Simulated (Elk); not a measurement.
Elk run on LiF (Fm-3m, 2 atoms in the cell): self-consistent single point

Level of theory: PBE, all-electron FP-LAPW, Elk's shipped species files, APW+lo basis with extra local orbitals (Elk).

Input as run:

```
tasks
  0

xctype
  20

tforce
  .true.

rgkmax
  8.0

gmaxvr
  18.0

lmaxapw
  10

lmaxo
  8

nxlo
  2

lorbcnd
  .true.

lradstp
  2

nrmtscf
  2.0

rmtscf
  0.94

lmaxi
  4

swidth
  0.000734986

maxscl
  100

avec
    0.0000000000    3.8077981411    3.8077981411
    3.8077981411    0.0000000000    3.8077981411
    3.8077981411    3.8077981411    0.0000000000

atoms
  2
  'Li.in'
  1
  0.0000000000  0.0000000000  0.0000000000    0.0 0.0 0.0
  'F.in'
  1
  0.5000000000  0.5000000000  0.5000000000    0.0 0.0 0.0

ngridk
  7 7 7
```

Log, with long lists cut:

```
│ Elk code version 10.2.4 │

All units are atomic (Hartree, Bohr, etc.)

│ Ground-state run starting from atomic densities │

Lattice vectors :
   0.000000000       3.807798141       3.807798141
   3.807798141       0.000000000       3.807798141
   3.807798141       3.807798141       0.000000000

Unit cell volume      :    110.4210184
Brillouin zone volume :    2.246403964

Muffin-tin inner radius fraction :   0.1000000000E-01

Nuclei treated as point charges

Species :    1 (Li)
 parameters loaded from : Li.in
 name : lithium
 nuclear charge    :   -3.000000000
 electronic charge :    3.000000000
 atomic mass :    12652.66897
 muffin-tin radius :    1.692000000
 number of radial points in muffin-tin :    599
 atomic positions (lattice), magnetic fields (Cartesian) :
   1 :   0.00000000  0.00000000  0.00000000    0.00000000  0.00000000  0.00000000

Species :    2 (F)
 parameters loaded from : F.in
 name : fluorine
 nuclear charge    :   -9.000000000
 electronic charge :    9.000000000
 atomic mass :    34631.97042
 muffin-tin radius :    1.880000000
 number of radial points in muffin-tin :    599
 atomic positions (lattice), magnetic fields (Cartesian) :
   1 :   0.50000000  0.50000000  0.50000000    0.00000000  0.00000000  0.00000000

Total number of atoms per unit cell :    2

Spin treatment :
 spin-unpolarised

Number of Bravais lattice symmetries :   48
Number of crystal symmetries         :   48
Crystal has inversion symmetry
Real symmetric eigensolver will be used

k-point grid :      7     7     7
k-point offset :    0.000000000       0.000000000       0.000000000
k-point set is reduced with full crystal symmetry group
Total number of k-points :       20

Muffin-tin radius times maximum |G+k| :    8.000000000
 using average radius
Maximum |G+k| for APW functions       :    4.479283315
Maximum (1/2)|G+k|²                   :    10.03198951
Maximum |G| for potential and density :    18.00000000
 potential will be trimmed for |G| > 2 gkmax
Constant for pseudocharge density :    8
Radial integration step length :    2

G-vector grid sizes :     32    32    32
Number of G-vectors :    10969

Maximum angular momentum used for
 APW functions                      :   10
 outer part of muffin-tin           :    8
 inner part of muffin-tin           :    4

Total nuclear charge    :   -12.00000000
Total core charge       :    2.000000000
Total valence charge    :    10.00000000
Total excess charge     :    0.000000000
Total electronic charge :    12.00000000

Effective Wigner radius, rₛ :    1.299951943

Number of empty states         :    8
Total number of valence states :   13
Total number of core states    :    2

Conduction state local-orbitals added automatically
Total number of local-orbitals :  199

Exchange-correlation functional :     20     0     0
 Perdew-Burke-Ernzerhof, Phys. Rev. Lett. 77, 3865 (1996)
 gradient requirement :    1
 generalised gradient approximation (GGA)

Smearing type :    3
 Fermi-Dirac
Smearing width :   0.7349860000E-03
Effective electronic temperature (K) :    232.0902224

Mixing type :    3
 Broyden mixing, J. Phys. A: Math. Gen. 17, L317 (1984)

Kohn-Sham potential initialised from atomic data

│ Self-consistent loop started │
│ Loop number : 1 │
 total energy                :     -110.447660850
│ Loop number : 2 │
 total energy                :     -110.394520811
RMS change in Kohn-Sham potential (target) :    11.38393050     (  0.1000000000E-05)
Absolute change in total energy (target)   :   0.5314003961E-01 (  0.1000000000E-03)
│ Loop number : 3 │
 total energy                :     -109.546188046
RMS change in Kohn-Sham potential (target) :    7.768310632     (  0.1000000000E-05)
Absolute change in total energy (target)   :   0.8616177752     (  0.1000000000E-03)
│ Loop number : 4 │
 total energy                :     -108.313968661
RMS change in Kohn-Sham potential (target) :    3.209723991     (  0.1000000000E-05)
Absolute change in total energy (target)   :    1.447623829     (  0.1000000000E-03)
│ Loop number : 5 │
 total energy                :     -107.854044741
RMS change in Kohn-Sham potential (target) :    1.002711280     (  0.1000000000E-05)
Absolute change in total energy (target)   :   0.8218298764     (  0.1000000000E-03)
│ Loop number : 6 │
 total energy                :     -107.624387322
RMS change in Kohn-Sham potential (target) :   0.2225849864     (  0.1000000000E-05)
Absolute change in total energy (target)   :   0.4351148880     (  0.1000000000E-03)
│ Loop number : 7 │
 total energy                :     -107.568156469
RMS change in Kohn-Sham potential (target) :   0.1783760150E-01 (  0.1000000000E-05)
Absolute change in total energy (target)   :   0.1650095760     (  0.1000000000E-03)
│ Loop number : 8 │
 total energy                :     -107.564643157
RMS change in Kohn-Sham potential (target) :   0.1125416778E-01 (  0.1000000000E-05)
Absolute change in total energy (target)   :   0.4476570557E-01 (  0.1000000000E-03)
│ Loop number : 9 │
 total energy                :     -107.561053128
RMS change in Kohn-Sham potential (target) :   0.3021771020E-02 (  0.1000000000E-05)
Absolute change in total energy (target)   :   0.1478145522E-01 (  0.1000000000E-03)
│ Loop number : 10 │
 total energy                :     -107.561094333
RMS change in Kohn-Sham potential (target) :   0.2897384657E-03 (  0.1000000000E-05)
Absolute change in total energy (target)   :   0.3654159336E-02 (  0.1000000000E-03)
│ Loop number : 11 │
 total energy                :     -107.561170530
RMS change in Kohn-Sham potential (target) :   0.4914691659E-04 (  0.1000000000E-05)
Absolute change in total energy (target)   :   0.8373422805E-03 (  0.1000000000E-03)
│ Loop number : 12 │
 total energy                :     -107.561159356
RMS change in Kohn-Sham potential (target) :   0.2868642859E-04 (  0.1000000000E-05)
Absolute change in total energy (target)   :   0.2205092289E-03 (  0.1000000000E-03)
│ Loop number : 13 │
 total energy                :     -107.561150487
RMS change in Kohn-Sham potential (target) :   0.2013775196E-05 (  0.1000000000E-05)
Absolute change in total energy (target)   :   0.6399688242E-04 (  0.1000000000E-03)
│ Loop number : 14 │
 total energy                :     -107.561149512
RMS change in Kohn-Sham potential (target) :   0.6174968513E-06 (  0.1000000000E-05)
Absolute change in total energy (target)   :   0.1697375640E-04 (  0.1000000000E-03)
Convergence targets achieved

│ Loop number : 15 │

Energies :
 Fermi                       :    -0.333921663076E-01
 sum of eigenvalues          :     -53.1167765370
 electron kinetic            :      107.399208733
 core electron kinetic       :      74.4699756116
 Coulomb                     :     -202.590547448
 Coulomb potential           :     -144.609115774
 nuclear-nuclear             :     -25.9848539080
 electron-nuclear            :     -208.602271307
 Hartree                     :      31.9965777666
 Madelung                    :     -130.285989561
 xc potential                :     -15.9068694960
 exchange                    :     -11.9822631645
 correlation                 :    -0.387547417822
 electron entropic           :    -0.161676110359E-11
 total energy                :     -107.561149298

Density of states at Fermi energy :   0.1360556961E-06
 (states/Hartree/unit cell)

Estimated indirect band gap :   0.3333927332
 from k-point      1 to k-point      1
Estimated direct band gap   :   0.3333927332
 at k-point      1

Charges :
 core                        :    2.000000000
 valence                     :    10.00000000
 interstitial                :   0.9828096409
 muffin-tins (core leakage)
  species :    1 (Li)
   atom    1                 :    2.127887703     (   0.000000000    )
  species :    2 (F)
   atom    1                 :    8.889302657     (  0.1641993208E-09)
 total in muffin-tins        :    11.01719036
 total calculated charge     :    11.99993461
 total charge                :    12.00000000
 error                       :   0.6538988003E-04

│ Self-consistent loop stopped │

Forces :
 species :    1 (Li)
  atom :    1
   Hellmann-Feynman          :    -0.00000000   -0.00000000   -0.00000000
   IBS                       :     0.00000000    0.00000000    0.00000000
   total force               :     0.00000000    0.00000000   -0.00000000
   total magnitude           :     0.00000000
 species :    2 (F)
  atom :    1
   Hellmann-Feynman          :     0.00000000   -0.00000000   -0.00000000
   IBS                       :    -0.00000000    0.00000000    0.00000000
   total force               :    -0.00000000   -0.00000000    0.00000000
   total magnitude           :     0.00000000
```

The run converged in 15 iterations. The count includes the last loop, which Elk runs after its targets are met.

The starting cell has typed, rounded lattice constants, without a prior relaxation at this level. Values depend on the basis (sphere radii, cutoffs, local orbitals), which need not be converged.
